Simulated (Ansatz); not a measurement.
Cost and result by functional for the surface energy of the (110) surface of 3C silicon carbide in its 1x1 cell (cut with top plane C + Si, bottom plane C + Si), relaxed from an ideal cut (the real face may reconstruct), outermost plane spacing 1.55 Å in the ideal cut, in Ansatz (plane waves, PAW). Single points on the PBE structure, on one kind of machine; costs are rough ratios of the slab run's core time (references not counted) to the cheapest single point. r2SCAN's cost holds its higher cutoff (500 against 420 eV). Differences are taken against HSE06 for comparison alone: no measured value is at hand, so the table doesn't rank accuracy. HSE06 ran on a coarser k-mesh, which lowers its cost and carries part of its shift.

Model: 16-atom slab, C8Si8, 10.8 Å thick at the start, 8x6x1 mesh, Fermi-Dirac 0.025 eV, dipole correction, all atoms relaxed; held to the start's symmetry, so lower structures may exist; no spin, no spin-orbit, no U. These notes are the PBE run's.

```json
[
 {"functional": "RPBE", "relative cost": "1", "surface energy (J/m²)": "2.75", "less HSE06 (J/m²)": "-0.41"},
 {"functional": "LDA", "relative cost": "1", "surface energy (J/m²)": "3.21", "less HSE06 (J/m²)": "0.05"},
 {"functional": "PBEsol", "relative cost": "1", "surface energy (J/m²)": "3.09", "less HSE06 (J/m²)": "-0.07"},
 {"functional": "r2SCAN", "relative cost": "2", "surface energy (J/m²)": "3.14", "less HSE06 (J/m²)": "-0.01"},
 {"functional": "HSE06", "relative cost": "10", "surface energy (J/m²)": "3.16", "less HSE06 (J/m²)": "0.00"},
 {"functional": "PBE (the relaxed run's value)", "relative cost": "–", "surface energy (J/m²)": "2.90", "less HSE06 (J/m²)": "-0.25"}
]
```

The values span 0.46 J/m², while the single points' costs differ by a factor of roughly 10. Differences are of unrounded values.

Ansatz is a program for electronic structure.
